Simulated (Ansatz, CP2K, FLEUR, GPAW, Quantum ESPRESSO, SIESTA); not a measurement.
## One structure in several programs: HgPPt5 (P4/mmm, 7 atoms in the cell)

Self-consistent single point, at a second geometry (lattice scaled by 0.98). First geometry:

```xyz
7
Lattice="3.9390 0.0000 0.0000 0.0000 3.9390 0.0000 0.0000 0.0000 7.2098" Properties=species:S:1:pos:R:3 pbc="T T T"
Hg     1.9695     1.9695     0.0000
P      0.0000     0.0000     3.6049
Pt     0.0000     1.9695     2.1851
Pt     0.0000     1.9695     5.0248
Pt     1.9695     0.0000     2.1851
Pt     1.9695     0.0000     5.0248
Pt     0.0000     0.0000     0.0000
```

Shared settings, as Ansatz (a first-principles code) writes them: kpoints.mp_grid.grid = 6 6 3; scf.occupations.method = fermi_dirac; scf.occupations.width = 0.01 Ry. Potentials and cutoffs stand in the table.

| code | model | ΔF from the first geometry (meV/atom) | pressure (GPa) | largest force (eV/Å) | cutoff |
|---|---|---|---|---|---|
| SIESTA | GGA PBEsol, numerical atomic orbitals TZP, PseudoDojo PBEsol standard norm-conserving potentials (rewritten from UPF to PSML) | 2.0 | 8.20 | 0.526 | grid 400 Ry |
| Quantum ESPRESSO | PBEsol, GBRV 1.5 ultrasoft (PBESOL) pseudopotentials | 13.1 | 9.37 | 0.194 | 40 Ry |
| CP2K | PBEsol, GPW, DZVP-MOLOPT-SR-GTH basis, GTH-PBE potentials (GTH_POTENTIALS) | 25.7 | 12.66 | 0.306 | grid 500 Ry |
| FLEUR | PBEsol, all-electron FLAPW (FLEUR), scalar-relativistic valence | 16.5 | – | 0.245 | Kmax 4.3 1/bohr |
| Ansatz | PBEsol, PAW files made with PBE | 14.1 | 10.21 | 0.215 | default |
| GPAW | PBEsol, GPAW PAW datasets PBEsol (made by gpaw-setup) | 18.0 | 10.86 | 0.270 | 550 eV |

For Quantum ESPRESSO (by 0.7 GPa) the energy change implies a higher mean pressure, against the two pressures, than for the other programs: a sign of finite-basis (Pulay) stress.

A dash marks a value that a program does not give, or that is left out as unsure.

On Ansatz's run: spin-orbit coupling is off. Spin polarisation is off; with an odd number of electrons in the cell that forces a metal, and a magnetic state may lie lower.

The spread over the programs that give each value: ΔF from the first geometry within 23.7 meV/atom; pressure within 4.46 GPa; largest force within 0.332 eV/Å.

SIESTA and CP2K use small atom-centred bases, whose incompleteness enters pressures, forces and empty levels differently from a plane-wave cutoff. FLEUR treats all electrons, but the usual bases taken here (sphere radii, linearisation, local orbitals, empty states) were not tested for convergence, so the values are no reference for the others. Ansatz's pressure is given at a fixed set of plane waves, as the other plane-wave codes print theirs; with its correction for the finite basis it is 10.28 GPa. In the pressure, SIESTA (by 2.00) and CP2K (by 2.46) lie more than 1 GPa from the median of the plane-wave programs. In the force vectors, SIESTA (by 0.310) and CP2K (by 0.091) lie more than 0.08 eV/Å from the median of the plane-wave programs.

The starting cell comes from a database of computed structures (which also holds hypothetical and non-ambient phases and stackings), without a prior relaxation at this level. For this run, on top of that: lattice scaled by 0.98.

Left out of this page: Elk (not drawn, or without a comparable value).

Keys are those of Ansatz 0.2.
